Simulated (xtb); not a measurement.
xtb 6.7.1, GFN2-xTB: Cl[SiH](Cl)C#C[SiH](Cl)Cl, 10 atoms. The geometry is a generated start, not checked to be a minimum at this level.

| Item | Value |
|---|---|
| run flags | --grad |
| method | GFN2-xTB |
| --acc | 1 (default) |
| --etemp (K) | 300 (default) |
| basis functions | 70 |
| valence electrons | 46 |

```xyz
10

Si    -2.4310     0.2344     0.2857
Cl    -3.1476     1.1645    -1.3533
Cl    -3.2022    -1.6234     0.4272
C     -0.5957     0.0751     0.0833
C      0.5916    -0.0874    -0.0897
Si     2.4288    -0.2357    -0.2826
Cl     3.1898     1.6215    -0.4528
Cl     3.1606    -1.1314     1.3669
H     -2.7448     1.0032     1.4789
H      2.7505    -1.0208    -1.4636
```

One run each on 1 thread. Values of broydamp tried: 0.02, 0.05, 0.1, 0.2, 0.4 (default), 0.6, 0.8, 1.

Task: Predict the course of the SCC iterations along this series.

Result: Fewest SCC iterations, within one of each other: 0.4 (default) with 15, 0.6 with 14, 0.8 with 14, 1 with 15. The count rises to 23 at 0.02. All converge to one solution.

| broydamp | SCC iterations | end |
|---|---|---|
| 0.02 | 23 | same solution |
| 0.05 | 21 | same solution |
| 0.1 | 21 | same solution |
| 0.2 | 18 | same solution |
| 0.4 (default) | 15 | same solution |
| 0.6 | 14 | same solution |
| 0.8 | 14 | same solution |
| 1 | 15 | same solution |
